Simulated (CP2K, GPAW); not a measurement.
A GPAW input for a self-consistent single point of Mg₃Sc (P6_3/mmc, 8 atoms in the cell) (DFT LDA (Perdew-Wang 92), plane waves, GPAW PAW datasets LDA (gpaw-data 1.0.1)):

```python
from ase import Atoms
from ase.units import GPa
from gpaw import GPAW, PW, FermiDirac

atoms = Atoms(['Mg', 'Mg', 'Mg', 'Mg', 'Mg', 'Mg', 'Sc', 'Sc'],
              cell=[[6.276330, 0.000000, 0.000000],
                    [-3.138165, 5.435462, 0.000000],
                    [0.000000, 0.000000, 4.988280]],
              positions=[[-0.000000, 1.811313, 1.247070],
                         [3.138165, 3.624149, 3.741210],
                         [4.707687, 0.905657, 3.741210],
                         [-1.569522, 4.529805, 1.247070],
                         [1.569522, 4.529805, 1.247070],
                         [1.568643, 0.905657, 3.741210],
                         [3.138168, 1.811819, 1.247070],
                         [-0.000003, 3.623643, 3.741210]],
              pbc=True)

calc = GPAW(mode=PW(800),
            xc='LDA',
            kpts={'size': (4, 4, 5), 'gamma': True},
            occupations=FermiDirac(0.1),
            nbands=-14,
            symmetry={'symmorphic': False, 'tolerance': 0.0005},
            maxiter=120)

atoms.calc = calc

energy = atoms.get_potential_energy()
print('Energy (eV):', round(energy, 6))
forces = atoms.get_forces()
print('Forces (eV/Ang):')
print(forces.round(5))
stress = atoms.get_stress()
print('Stress (GPa, Voigt):', (stress / GPa).round(4))
```

Q: Translate this input to CP2K.

A: This is the input that was run; spellings and numerical settings could be chosen otherwise.

```
&GLOBAL
  PROJECT mg3sc
  RUN_TYPE ENERGY_FORCE
  PRINT_LEVEL MEDIUM
&END GLOBAL
&FORCE_EVAL
  METHOD Quickstep
  STRESS_TENSOR ANALYTICAL
  &DFT
    BASIS_SET_FILE_NAME BASIS_MOLOPT
    POTENTIAL_FILE_NAME GTH_POTENTIALS
    &QS
      METHOD GPW
      EPS_DEFAULT 1E-10
    &END QS
    &MGRID
      CUTOFF 1000
      REL_CUTOFF 60
      NGRIDS 5
    &END MGRID
    &SCF
      SCF_GUESS ATOMIC
      EPS_SCF 1E-6
      MAX_SCF 100
      ADDED_MOS 14
      &DIAGONALIZATION
        ALGORITHM STANDARD
      &END DIAGONALIZATION
      &MIXING
        METHOD BROYDEN_MIXING
        ALPHA 0.2
        NBUFFER 8
      &END MIXING
      &SMEAR ON
        METHOD FERMI_DIRAC
        ELECTRONIC_TEMPERATURE [K] 1160.45
      &END SMEAR
    &END SCF
    &KPOINTS
      SCHEME MONKHORST-PACK 4 4 5
      GAMMA_CENTERED T
    &END KPOINTS
    &XC
      &XC_FUNCTIONAL PADE
      &END XC_FUNCTIONAL
    &END XC
    &PRINT
      &MO
        EIGENVALUES T
        OCCUPATION_NUMBERS T
        NDIGITS 8
        FILENAME mo
        &EACH
          QS_SCF 0
        &END EACH
        ADD_LAST NUMERIC
      &END MO
      &MULLIKEN ON
      &END MULLIKEN
    &END PRINT
  &END DFT
  &SUBSYS
    &CELL
      A 6.27633000 0.00000000 0.00000000
      B -3.13816500 5.43546200 0.00000000
      C 0.00000000 0.00000000 4.98828000
      PERIODIC XYZ
    &END CELL
    &COORD
      Mg      -0.00000000     1.81131336     1.24707000
      Mg       3.13816500     3.62414864     3.74121000
      Mg       4.70768684     0.90565668     3.74121000
      Mg      -1.56952184     4.52980532     1.24707000
      Mg       1.56952184     4.52980532     1.24707000
      Mg       1.56864316     0.90565668     3.74121000
      Sc       3.13816814     1.81181885     1.24707000
      Sc      -0.00000314     3.62364315     3.74121000
    &END COORD
    &KIND Mg
      BASIS_SET DZVP-MOLOPT-SR-GTH-q10
      POTENTIAL GTH-PADE-q10
    &END KIND
    &KIND Sc
      BASIS_SET DZVP-MOLOPT-SR-GTH-q11
      POTENTIAL GTH-PADE-q11
    &END KIND
  &END SUBSYS
  &PRINT
    &FORCES ON
    &END FORCES
    &STRESS_TENSOR ON
    &END STRESS_TENSOR
  &END PRINT
&END FORCE_EVAL
```

Basis settings and potentials, where a program has them, do not carry over. This input uses DFT LDA (Pade form), GPW, DZVP-MOLOPT-SR-GTH basis, GTH-PADE potentials (GTH_POTENTIALS). LDA parametrisations can differ slightly between programs.

The starting cell comes from a database of computed structures (which also holds hypothetical and non-ambient phases and stackings), without a prior relaxation at this level. Its lattice was rescaled by a random factor within 2.5 % of one.
